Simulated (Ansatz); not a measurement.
The starting structures come from a database of crystals and need not be the phases stable at ambient conditions.

The decay constant κ of evanescent states in the gap governs leakage through a thin film.

Input:

```xyz
14
Lattice="5.6898 -0.1906 0.0000 0.4843 6.2683 0.0000 2.8449 -0.0953 5.7063" Properties=species:S:1:pos:R:3 pbc="T T T"
Zn     5.7651     3.8960     5.3875
Zn     2.6780     0.8571     0.3188
H      4.6600     2.3710     0.3252
H      7.7470     5.4098     5.3811
I      6.8549     5.1768     2.2939
I      3.7679     2.1380     3.4124
O      1.2641     4.6582     0.5760
O      3.8669     1.4287     5.1303
O      4.9543    -0.0079     2.0355
O      8.0414     3.0309     3.6708
O      2.0732     0.3323     2.1415
O      5.1603     3.3711     3.5648
O      3.7445     2.5010     0.6455
O      6.8315     5.5398     5.0608
```

Space group of this cell: Cc. The cell was relaxed by PBE-D3(BJ); by r2SCAN its mean pressure is -2.7 GPa.

Transport runs along the normal of the first two printed cell vectors.

The gap is the functional's own. No spin-orbit coupling. Mid-gap values are interpolated on the energy grid.

### Question
Give the band gap and the smallest decay constant κ at mid-gap that r2SCAN (Ansatz, an electronic-structure program) yields.

### Answer
Gap 3.82 eV on a 6×6×6 mesh; κ = 0.543 1/Å, at (0.167, 0.167) of the in-plane reciprocal vectors. At the zone centre, at the nearest computed energy, the slowest state has κ = 0.56 1/Å.
